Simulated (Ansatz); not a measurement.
The reference is AlN in the wurtzite structure (space group P6_3mc, No. 186; a = 3.1138 Å, c = 4.9836 Å).

Computed with PBEsol/PAW in Ansatz (a program for electronic structure), no SOC.

For the base:

The gap between the host's bands is 4.09 eV and the gap character is direct at Γ.

One thing is altered: 0.0628 holes added to each cell, a density of 1.5×10^21 cm⁻³, with a uniform compensating background at fixed cell and a 300 K Fermi–Dirac width.

Question: How does this affect the Fermi level from band edge, gap between the host's bands and gap character?

Answer: The Fermi level relative to the doped band's edge (positive inside the band; to 0.05 eV) comes out as +0.20 eV; the gap between the host's bands increases by 0.03 eV to 4.12 eV; the gap character is still direct at Γ.

Charged cell with a jellium background: band edges are those of the host's band count, energies are not comparable with the neutral cell, and many-body gap narrowing is missing. Semilocal Kohn–Sham gaps tend to fall short of experiment. Whether these cells are dynamically stable was not tested.
